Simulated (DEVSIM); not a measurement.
Device: abrupt CdTe n-p junction, at 450 K.

Layer 1 from the left is CdTe, thickness (μm) 58.0, Nd (cm⁻³) 1.2e17, τn (s) 6.4e-9, τp (s) 6.4e-9. Layer 2 from the left is CdTe, thickness (μm) 0.610, Na (cm⁻³) 1.7e17, τn (s) 6.4e-9, τp (s) 6.4e-9.

Left contact: ohmic. Right contact: ohmic. Voltage is applied to the left contact. Recombination: SRH at mid-gap. Mobility is constant in doping.

The device is made up for the run: typed textbook-type constants, with dimensions and the other settings drawn at random. Values at 300 K; Nc and Nv go as T^1.5, mobilities as T to minus their exponent, the gap by Varshni's rule with the affinity fixed.

CdTe: gap (eV) 1.5, affinity (eV) 4.28, permittivity 10.2, Nc (cm⁻³) 8e17, Nv (cm⁻³) 1.8e19, μn (cm²/Vs) 1000, μp (cm²/Vs) 80, T exponent of μn 1.7, T exponent of μp 1.5, Varshni α (eV/K) 0.00031, Varshni β (K) 108.

Model (solved in DEVSIM): 1D drift-diffusion, Boltzmann statistics, complete ionisation; no tunnelling, impact ionisation, image-force lowering or self-heating.

Dark forward current:

| |V| (V) | |J| (A/cm²) |
|---|---|
| 0.05 | 5.445e-7 |
| 0.10 | 1.529e-6 |
| 0.15 | 3.421e-6 |
| 0.20 | 7.159e-6 |
| 0.25 | 1.469e-5 |
| 0.30 | 3.022e-5 |
| 0.35 | 6.333e-5 |
| 0.40 | 0.0001375 |
| 0.45 | 0.0003157 |
| 0.50 | 0.0007809 |
| 0.55 | 0.002106 |
| 0.60 | 0.006184 |
| 0.65 | 0.01949 |
| 0.70 | 0.06464 |
| 0.75 | 0.2214 |
| 0.80 | 0.7700 |
| 0.85 | 2.655 |
| 0.90 | 8.651 |
| 0.95 | 24.34 |
| 1.00 | 54.69 |
| 1.05 | 99.02 |
| 1.10 | 153.5 |
| 1.15 | 214.6 |
| 1.20 | 280.2 |
| 1.25 | 348.9 |
| 1.30 | 419.9 |

Question: Work out the local ideality factor n = ΔV / (kT/q · ln(J2/J1)) between the rows 0.20 and 0.25 V, 0.75 and 0.80 V, 1.25 and 1.30 V.

Answer: kT/q = 38.78 mV. From 0.20 to 0.25 V: ln(1.469e-5/7.159e-6) = 0.719, n = 1.79. From 0.75 to 0.80 V: ln(0.7700/0.2214) = 1.246, n = 1.03, near the 1 of diffusion or emission over a barrier. From 1.25 to 1.30 V: ln(419.9/348.9) = 0.185, n = 6.96; the layers' resistance at their doping, Σ W/(qμN) = 0.00065 Ω cm², would take 46 mV of this step of 50 mV.

Question: Estimate the current at 0.75 V from the Shockley equation with J0 = Σ q ni² D/(N L) coth(W/L), τ joining the SRH, radiative and Auger lifetimes that are on, and W taken as the whole layer.

Answer: ni² = 2.41e21 cm⁻⁶; holes in the n layer: μ = 43.5 cm²/Vs, D = 1.69 cm²/s, τ = 6.40e-9 s, L = 1.04 μm, W/L = 56, term 5.23e-11 A/cm²; electrons in the p layer: μ = 502 cm²/Vs, D = 19.5 cm²/s, τ = 6.40e-9 s, L = 3.53 μm, W/L = 0.17, term 7.32e-10 A/cm². J0 = 7.85e-10 A/cm², and J = J0 exp(qV/kT) = 0.197 A/cm². The simulation gives 0.221 A/cm²; the estimate lies 11 % below. The estimate leaves out recombination in the depletion region and that region's share of W.
